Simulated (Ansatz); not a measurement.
Input and output of a self-consistent single point for a (001) slab of Sr2Mg (cut from a parent of space group no. 139; 6 atoms in the cell) (Ansatz, a program for electronic structure).

Method: PBEsol, default PAW files made with PBE (plane waves; Ansatz).

```xyz
6
Lattice="4.2576 0.0000 0.0000 0.0000 4.2576 0.0000 0.0000 0.0000 25.4200" Properties=species:S:1:pos:R:3 pbc="T T T"
Sr     0.0000     0.0000     7.0000
Sr     2.1288     2.1288    18.4200
Mg     0.0000     0.0000    16.3518
Sr     2.1288     2.1288    14.2837
Sr     0.0000     0.0000    11.1363
Mg     2.1288     2.1288     9.0681
```

Reference input (self-consistent single point, DFT, PBEsol, plane waves, default PAW files made with PBE): basis.ecutwfc = 420 eV; kpoints.mp_grid.grid = 7 7 1; hamiltonian.xc = pbesol; hamiltonian.pseudopotentials = {kind: paw} (the program's default PAW files); scf.occupations.method = gaussian; scf.occupations.width = 0.1 eV. This run's input differs from it in these lines:

Ansatz 0.2 input:
```diff
@@ -15,3 +15,3 @@
 kpoints:
-  mp_grid: { grid: [7, 7, 1] }
+  mp_grid: { grid: [9, 9, 1] }
 hamiltonian:
```

Output (repeated stretches shortened):

```
SCF iter   1: F=—  HF=-17792.288080 eV  |F-HF|=—  |Δ(HF+E_count)|=         —  Δρ=2.16e-3  dr2=8.19e-1  ethr=1.77e-3  ⟨swp⟩=12.8  Hψ=3155  notcnv=0
all-band conjugate gradients solve this SCF's bands
preconditioner: auto → LDOS
SCF iter   2: F=—  HF=-17792.262722 eV  |F-HF|=—  |Δ(HF+E_count)|=   2.54e-2  Δρ=7.91e-4  dr2=5.77e-3  ethr=1.37e-3  ⟨swp⟩=2.3  Hψ=711  notcnv=0
   [... lines left out ...]
SCF iter   5: F=—  HF=-17792.262805 eV  |F-HF|=—  |Δ(HF+E_count)|=   7.69e-6  Δρ=4.31e-5  dr2=1.76e-5  ethr=3.02e-7  ⟨swp⟩=2.1  Hψ=820  notcnv=0  defer=2
SCF iter   6: F=—  HF=-17792.262683 eV  |F-HF|=—  |Δ(HF+E_count)|=   1.22e-4  Δρ=1.21e-5  dr2=1.42e-6  ethr=2.94e-8  ⟨swp⟩=2.5  Hψ=1105  notcnv=0  defer=1
SCF iter   7: F=—  HF=-17792.262683 eV  |F-HF|=—  |Δ(HF+E_count)|=   2.13e-7  Δρ=3.24e-6  dr2=1.24e-7  ethr=2.37e-9  ⟨swp⟩=2.1  Hψ=940  notcnv=0  defer=1
SCF iter   8: F=-17792.262683 eV  HF=-17792.262683 eV  |F-HF|=1.31e-8  |Δ(HF+E_count)|=   5.58e-9  Δρ=1.30e-6  dr2=2.32e-8  ethr=1.67e-10  ⟨swp⟩=11.2  Hψ=2703  notcnv=0
SCF 1 converged in 8 iterations: F = -17792.262683 eV  dr2 = 2.32e-8
Free energy (F): -17792.262683 eV
Internal energy: -17792.227751 eV  (E = F + TS)
E sigma→0 (E₀):  -17792.245217 eV
Entropy (-TS):   -0.034932 eV (-5.822 meV/atom)
Fermi energy:    1.813842 eV
--- Forces (eV/Å), atoms counted from 1 ---
  atom   1  Sr     0.00000000     0.00000000     0.15641528
  atom   2  Sr     0.00000000     0.00000000    -0.15641528
  atom   3  Mg     0.00000000     0.00000000     0.04179750
  atom   4  Sr     0.00000000     0.00000000    -0.01678241
  atom   5  Sr     0.00000000     0.00000000     0.01678241
  atom   6  Mg     0.00000000     0.00000000    -0.04179750
--- Stress (GPa, compression-positive) ---
       -0.858016       0.000000       0.000000
        0.000000      -0.858016       0.000000
        0.000000       0.000000      -0.534315
  P = ⅓ Tr σ = -0.7501 GPa (-7.501 kbar)
  The stress holds the Pulay correction. Without it, at fixed plane waves, as pw.x and ABINIT print it: P = -0.7513 GPa
```

The run converged in 8 iterations. Against the reference run the free energy falls by 5.2 meV/atom and the largest force goes from 0.145 to 0.156 eV/Å.

The starting cell comes from a database of computed structures (which also holds hypothetical and non-ambient phases and stackings), without a prior relaxation at this level. The slab is cut from that crystal, and its faces are unrelaxed. Its lattice was rescaled by up to half a per cent.
